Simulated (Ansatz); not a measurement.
An Ansatz (a first-principles code) input (DFT with PBE, PAW potentials and a 420 eV plane-wave cutoff in Ansatz, no SOC):

Ansatz 0.2 input:
```yaml
crystal:
  lattice:
    - [2.3193065122, 0, 0]
    - [-1.1596532561, 2.0085783587, 0]
    - [0, 0, 3.6555680042]
  atoms:
    - { symbol: Be, position: [0.6666666667, 0.3333333333, 0.75] }
    - { symbol: Be, position: [0.3333333333, 0.6666666667, 0.25] }
basis: { ecutwfc: 420, ecutrho_ratio: 4, xc_grid: 2, fft_grid_basis: typed }
kpoints: { mp_grid: { grid: [29, 29, 16] } }
hamiltonian:
  xc: pbe
  dispersion: none
  pseudopotentials: { kind: paw }
scf: { occupations: { method: fermi_dirac, width: 0.1 }, convergence: { dr2_threshold: 0.0000000002 } }
relax: { f_tol: 0.005, max_steps: 50 }
output: { forces: true, stress: true }
checkpoint: { write: state.ck, write_every: 1000 }
```

Problem. Which symmetry and how many k-points will the program report, and about how many plane waves at Γ?

Solution. Space group P63/mmc (ITA 194) with 24 operations, k-points 765 of 13456, and 313 plane waves at Γ.

Problem. And the final pressure?

Solution. -8.08 GPa (compression positive).

The cells carry an imposed strain or load. Stability against distortions was not tested. The cell was made from Be in the hcp (Mg type) structure (space group P6_3/mmc, No. 194) by this change: isotropic strain +2.50 %.
